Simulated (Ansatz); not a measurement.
## P (space group I4_132, No. 214; a hypothetical phase, not in the database extracts checked)

```yaml
crystal:
  lattice:
    - [-3.05083, 3.05083, 3.05083]
    - [3.05083, -3.05083, 3.05083]
    - [3.05083, 3.05083, -3.05083]
  atoms:
    - { symbol: P, position: [0.00000, 0.25000, 0.50000] }
    - { symbol: P, position: [0.25000, 0.50000, 0.00000] }
    - { symbol: P, position: [0.50000, 0.00000, 0.25000] }
    - { symbol: P, position: [0.25000, 0.25000, 0.25000] }
```

The values are results of PBE (Ansatz, an electronic-structure program; PAW; 420 eV plane waves; without spin-orbit coupling), not measurements. Γ-centred 11×11×11 mesh, Fermi–Dirac width 0.05 eV.

| Quantity | Value |
|---|---|
| Volume per atom | 28.40 Å³ |
| Density | 1.81 g/cm³ |
| Band gap | zero |
| Total energy | -755.090 eV/atom (σ→0; compares only within this code and set-up) |

Stability against distortions was not tested.
